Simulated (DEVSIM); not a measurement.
Device: abrupt Ge p-n junction, at 300 K.

Layer 1 from the left is Ge, thickness (μm) 0.100, Na (cm⁻³) 2.3e15, τn (s) 0.00025, τp (s) 0.00025. Layer 2 from the left is Ge, thickness (μm) 97.0, Nd (cm⁻³) 6.2e14, τn (s) 0.00025, τp (s) 0.00025.

Left contact: ohmic. Right contact: ohmic. Voltage is applied to the left contact. Recombination: SRH at mid-gap, Auger. Mobility is constant in doping.

Constants are typed, rounded textbook-type inputs, not results; the design itself was drawn at random and stands for no fabricated device. Values at 300 K.

Ge: gap (eV) 0.664, affinity (eV) 4, permittivity 16, Nc (cm⁻³) 1.04e19, Nv (cm⁻³) 6e18, μn (cm²/Vs) 3900, μp (cm²/Vs) 1900, Cn (cm⁶/s) 1e-31, Cp (cm⁶/s) 1e-31.

Simulated with DEVSIM: 1D drift-diffusion, Boltzmann statistics, complete ionisation; no tunnelling, impact ionisation, image-force lowering or self-heating.

Question: What does the simulation give for the largest field in the device at zero bias, the potential step across the device at zero bias, the dark forward voltage at 1 A/cm²?

Answer: largest field in the device at zero bias 4800 V/cm; potential step across the device at zero bias 0.209 V; dark forward voltage at 1 A/cm² 0.058 V.
